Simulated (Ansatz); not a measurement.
Start from AlRu in the CsCl type structure (space group Pm-3m, No. 221; a = 2.955 Å; relaxed with 0.1 eV smearing). Axes: x, y, z lie along the cube axes.

Calculations: LDA (Ansatz, an electronic-structure program), no spin-orbit coupling.

Strains are applied to the cell and any free atomic positions relax.

One change was made to it. Results:

| quantity | base | after |
|---|---|---|
| energy relative to the base (free energy F) | 0 meV/atom | +1.4 meV/atom |
| pressure (mean of the normal stresses, compression positive) | 0.0 GPa | -2.2 GPa |

Question: Which of these changes matches the shifts?
(A) uniaxial strain ε_zz = −3.00 %
(B) uniaxial strain ε_zz = +1.00 %
(C) uniaxial strain ε_zz = −2.50 %
(D) uniaxial strain ε_zz = +0.50 %
(E) uniaxial strain ε_zz = +2.50 %

Answer: B, uniaxial strain ε_zz = +1.00 %. For comparison, the pressure in the other runs: uniaxial strain ε_zz = −3.00 % gives 7.6 GPa; uniaxial strain ε_zz = +2.50 % gives -5.3 GPa; uniaxial strain ε_zz = +0.50 % gives -1.1 GPa; uniaxial strain ε_zz = −2.50 % gives 6.3 GPa.

No phonon test of stability was made. The final runs are not spin-polarised.
